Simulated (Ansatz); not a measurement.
Base system: Mg$_{2}$Si (space group Fm-3m, No. 225).

```xyz
3
Lattice="0.0000 3.1630 3.1630 3.1630 0.0000 3.1630 3.1630 3.1630 0.0000" Properties=species:S:1:pos:R:3 pbc="T T T"
Si     0.0000     0.0000     0.0000
Mg     1.5815     1.5815     1.5815
Mg     4.7445     4.7445     4.7445
```

Cartesian axes are those of the cell as printed.

Method: PBEsol, PAW, 420 eV (Ansatz, a first-principles code; no spin-orbit coupling).

Free-standing slabs (3 atom(s) a layer) normal to [111] with 15 Å of vacuum; in-plane cell held at bulk.

One change was made to it. Results:

```json
[
 {"quantity": "valence-band top at Γ (three highest levels, from the VBM)", "base": "0.00, 0.00, 0.00 eV", "after": "0.00, 0.00, -0.27 eV"},
 {"quantity": "excess energy per area of both faces (slab less bulk energy over the cell's area: twice a surface energy) (uncertain by up to 0.08 J/m²)", "base": "–", "after": "1.3 J/m²"},
 {"quantity": "gap character", "base": "–", "after": "indirect, Γ → M"},
 {"quantity": "band gap", "base": "0.12 eV", "after": "0.48 eV"}
]
```

### Question
Name the change that was made.
(A) 5 layers
(B) 2 layers
(C) 3 layers

### Answer
C, 3 layers. For comparison, the band gap in the other runs: 2 layers gives 0.67 eV; 5 layers gives 0.32 eV.

Slab and bulk use different k-meshes, which limits the precision of the excess energy. Stability against distortions was not tested. The zero or small gap of Mg2Si can change with the level of theory. k-point labels follow each cell's own Brillouin zone.
